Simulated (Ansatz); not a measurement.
Amorphous Ga₂₄O₃₇K₂, 63 atoms at 4.61 g/cm³, one PBE-relaxed geometry, zone centre. Methods: PBE, scalar-relativistic without spin-orbit coupling (Ansatz, a program for electronic structure); r2SCAN, scalar-relativistic without spin-orbit coupling (Ansatz); HSE06, scalar-relativistic without spin-orbit coupling (Ansatz). Plane waves to 420 eV (r2SCAN 500 eV); exact exchange is cut at the cell's faces. At PBE the levels at the filled edge of the gap are localised (band-tail or defect states), and the nearest spread-out levels lie 2.1 eV apart at the zone centre. All rungs ran without spin polarisation.

Preparation: random packing, a CHGNet melt and quench, and a DFT relaxation. O atoms were pushed apart under 1.9 Å during the dynamics, to hinder bonds among them. The hot cell started wider than the set density and was brought back towards it in steps. It is the lowest in DFT energy of 2 quenches. It is a model cell: composition and starting density were chosen by hand, and all elements were melted together. No dispersion term was used. Its density started from a set value of 4.79 and ended at 4.61 g/cm³. The quench (nominally 220 K/ps over its main leg) was far faster than any real one, so the model tends to hold more defects than a real film. Values belong to this one cell and scatter from quench to quench. Volume and shape were free in the relaxation.

The relaxation ran on the zone centre alone. At PBE the level gap is 1.71 eV on a 2×2×2 Γ-centred mesh, and the spacing at the zone centre alone 1.72 eV.

Question: What zone-centre spacing does r2SCAN give, roughly?

Answer: 2.22 eV (+0.50 eV against PBE).

Question: What zone-centre spacing does HSE06 give, roughly?

Answer: 3.37 eV (+1.65 eV against PBE).

The highest filled and the lowest empty state spread over these numbers of atoms (participation numbers): PBE: 4.0 and 57.9; r2SCAN: 3.8 and 57.6; HSE06: 3.9 and 57.7.
